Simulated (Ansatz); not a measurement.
Below is the optimised geometry of a nanostructure in its periodic cell.

```
H2O2Si9
1.0
    7.73575     0.00000     0.00000
    0.00000     7.73575     0.00000
    0.00000     0.00000    25.10000
Si O H
36 8 8
Direct
  0.09099   0.00371   0.28125
  0.01325   0.25313   0.33048
  0.24890   0.25167   0.39132
  0.25178   0.99749   0.44315
  0.99380   0.99507   0.49328
  0.99413   0.25170   0.54389
  0.25151   0.25092   0.59359
  0.25056   0.01480   0.65298
  0.00903   0.09579   0.70578
  0.09707   0.50136   0.28054
  0.01593   0.75116   0.32935
  0.25435   0.75175   0.38807
  0.25166   0.50593   0.44312
  0.99363   0.50819   0.49320
  0.99489   0.75152   0.55126
  0.25126   0.75195   0.60390
  0.25002   0.48820   0.65246
  0.00835   0.41223   0.70566
  0.40632   0.00681   0.28079
  0.48689   0.25124   0.33247
  0.75149   0.25173   0.38100
  0.75178   0.99703   0.43482
  0.50971   0.99627   0.49333
  0.50965   0.25169   0.54431
  0.75221   0.25202   0.60110
  0.75196   0.01266   0.66054
  0.49406   0.09273   0.70509
  0.41239   0.49787   0.28115
  0.49056   0.75267   0.32740
  0.75181   0.75177   0.37779
  0.75126   0.50642   0.43483
  0.50937   0.50724   0.49339
  0.50799   0.75183   0.55122
  0.75176   0.75175   0.60965
  0.75051   0.49116   0.66073
  0.49088   0.40742   0.70458
  0.00059   0.01368   0.22019
  0.03724   0.02575   0.76897
  0.03261   0.50584   0.21657
  0.02291   0.50185   0.76661
  0.47154   0.02461   0.21689
  0.48219   0.01768   0.76778
  0.50311   0.49398   0.22012
  0.44912   0.48461   0.76639
  0.03643   0.92205   0.19615
  0.98408   0.91553   0.77754
  0.91308   0.47391   0.21010
  0.14061   0.49981   0.78057
  0.59046   0.99126   0.20999
  0.36429   0.00687   0.78095
  0.47592   0.39044   0.19980
  0.53488   0.45804   0.79341
```

k-points: Γ-centred 4×4×1 mesh; occupations: Fermi-Dirac, 0.020 eV; spin polarisation not allowed. Spin-orbit coupling is left out.

 The in-plane lattice is held at the bulk value.

Question: Is it metallic, and what gap and level positions does Ansatz (a quantum-chemistry and plane-wave program) with PBE give?

Answer: 
- electronic character = not metallic
- Kohn-Sham band gap = 0.86 eV
- depth of the highest filled level under the vacuum level = 4.75 eV
- depth of the lowest empty level under the vacuum level = 3.89 eV
